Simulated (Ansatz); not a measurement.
Take In2Au (space group Fm-3m, No. 225; a = 6.539 Å) as the base.

Levels (all Ansatz, a first-principles code, PAW): PBEsol (420 eV, no spin-orbit coupling); PBEsol+SOC (420 eV, spin-orbit coupling included).

The geometry is relaxed with PBEsol.

```
Property          Result
---------------  -------
PBEsol pressure  0.0 GPa
```

With PBEsol+SOC at the same geometry, the pressure goes from zero to -0.7 GPa.

Single points use the geometry relaxed with PBEsol. The spin-orbit shifts are approximate. No phonon test of stability was made.
